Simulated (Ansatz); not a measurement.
## Defect calculation: B on the Si site + Fe interstitial in silicon

Computed with PBE, PAW (plane waves to 420 eV; Ansatz, an electronic-structure program). A 2×2×2 supercell of 64 sites was used; the energies come from a 2×2×2 shifted sampling of its zone. Sites at the start: the Si site; void 2.37 Å away. Energies of charged states are corrected for periodic images (point charge plus alignment at distant sites). Dielectric constants: PBE linear response of the host. Host gap at this level: 0.61 eV. These values are not converged in cell size to better than tenths of an eV. Levels are measured in PBE's own, too narrow, gap. Spin–orbit coupling is left out, and no Hubbard U is applied to the open shells. Each state is the lowest found from its start.

```json
[
 {"charge": "+1†", "moment (μB)": "4.0", "point group": "–", "largest move off a lattice site (Å)": "0.29", "image correction with alignment (eV)": "0.19", "above the lowest spin state (eV)": "0.00"},
 {"charge": "+1†", "moment (μB)": "not spin-polarised", "point group": "–", "largest move off a lattice site (Å)": "0.31", "image correction with alignment (eV)": "0.19", "above the lowest spin state (eV)": "0.62"},
 {"charge": "0", "moment (μB)": "3.0", "point group": "C3v", "largest move off a lattice site (Å)": "0.27", "image correction with alignment (eV)": "0.00", "above the lowest spin state (eV)": "0.00"},
 {"charge": "0", "moment (μB)": "3.0", "point group": "C3v", "largest move off a lattice site (Å)": "0.27", "image correction with alignment (eV)": "0.00", "above the lowest spin state (eV)": "0.00"},
 {"charge": "−1†", "moment (μB)": "2.0", "point group": "–", "largest move off a lattice site (Å)": "0.33", "image correction with alignment (eV)": "0.02", "above the lowest spin state (eV)": "0.00"},
 {"charge": "−1†", "moment (μB)": "not spin-polarised", "point group": "–", "largest move off a lattice site (Å)": "0.29", "image correction with alignment (eV)": "0.03", "above the lowest spin state (eV)": "0.64"}
]
```

† Not settled in this cell, so no level is given: charge +1: a level filled in part, carriers not clearly localised, level within 0.1 eV of a band edge or past it; charge −1: carriers not clearly localised.

Point groups are those of the whole cell at tolerances of 0.03 and 0.1 Å ("near" where only the looser one holds); none is given for unsettled states.

Starting moments that weren't kept: charge 0 began with 1 μB and ended with 3.0.

Flagged in the runs: a strain field that reaches the edge of the cell.
